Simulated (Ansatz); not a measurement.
Base system: MoTe₂ in the 2H-MoS2 type structure (space group P6_3/mmc, No. 194; a = 3.4967 Å, c = 13.6973 Å; layered, stacked along the Cartesian z axis).

One thing is altered: a hydrostatic pressure of 4.5 GPa.

Method: plane-wave PAW DFT at the PBE-D3(BJ) level (Ansatz, a quantum-chemistry and plane-wave program, 420 eV), no spin-orbit coupling, earlier PAW set.

Base, band edges from the VBM (valence, conduction): K -0.08, 0.95; H -0.27, 1.01; M -0.26, 1.27; L -0.46, 1.30; A -0.05, 2.91; Γ 0.00, 2.87 eV.

### Question
Give the band edges at the high-symmetry points of the new zone, measured from its valence-band maximum.

### Answer
```
point  valence edge (eV)  conduction edge (eV)
-----  -----------------  --------------------
Γ                  -0.08                  2.72
M                  -0.31                  1.13
K                  -0.31                  0.39
A                  -0.13                  2.76
L                  -0.65                  1.16
H                  -0.62                  0.89
```

The gap is 0.23 eV, indirect, K–Γ (87 % along) → K–Γ (44 % along).

Spin-orbit coupling, missing from the scalar runs, can matter with Te. Load acts through the strain it causes; cell and atoms are relaxed under it. No phonon test of stability was made. The D3 term's C6 switches between coordination references near this geometry, which can add small steps to energies. A zero or small gap of MoTe2 under pressure 4.5 GPa can be the functional's error rather than a property of the material.
